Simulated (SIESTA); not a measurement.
## Relaxation of the atoms of HfW₂ (Fd-3m, 6 atoms in the cell) at several settings

```
CELL_PARAMETERS angstrom
      0.00000     3.79442     3.79442
      3.79442     0.00000     3.79442
      3.79442     3.79442     0.00000
ATOMIC_POSITIONS crystal
  Hf 0.50000 0.50000 0.50000
  Hf 0.75000 0.75000 0.75000
  W  0.12500 0.12500 0.12500
  W  0.62500 0.12500 0.12500
  W  0.12500 0.12500 0.62500
  W  0.12500 0.62500 0.12500
```

Base: LDA PW92, numerical atomic orbitals DZP, PseudoDojo LDA standard norm-conserving potentials (rewritten from UPF to PSML) (SIESTA). Its settings: XC.functional = LDA; XC.authors = PW92; potentials = PseudoDojo LDA standard; PAO.BasisSize = DZP; PAO.EnergyShift = 0.01 Ry; MeshCutoff = 400 Ry; kgrid.MonkhorstPack = 9 9 9; OccupationFunction = MP; OccupationMPOrder = 0; ElectronicTemperature = 136 meV; MaxSCFIterations = 150; SCF.Mixer.Method = Pulay; SCF.Mixer.Weight = 0.1; SCF.Mixer.History = 6; SCF.DM.Tolerance = 1.0E-04. Starting volume 18.21 Å³ per atom.

Each line gives the change from the base single point and the result:

- atoms moved at random; MD.TypeOfRun: default → CG; MD.Steps: default → 40; MD.MaxForceTol: default → 0.005 eV/Ang: pressure -10.91 GPa; largest force (vector length) 0.004 eV/Å; relaxation steps 12; free energy against the base single point 0.0 meV/atom.
- atoms moved at random; MD.TypeOfRun: default → CG; MD.Steps: default → 40; MD.MaxForceTol: default → 0.03 eV/Ang: pressure -10.91 GPa; largest force (vector length) 0.025 eV/Å; relaxation steps 9; free energy against the base single point 0.0 meV/atom.

The starting cell comes from a database of computed structures (which also holds hypothetical and non-ambient phases and stackings), without a prior relaxation at this level. Spin polarisation is off. Values carry the incompleteness of an atom-centred basis.

Left out of this page: 1 run of the series outside the window shown, repeating another row's setting, or not comparable.
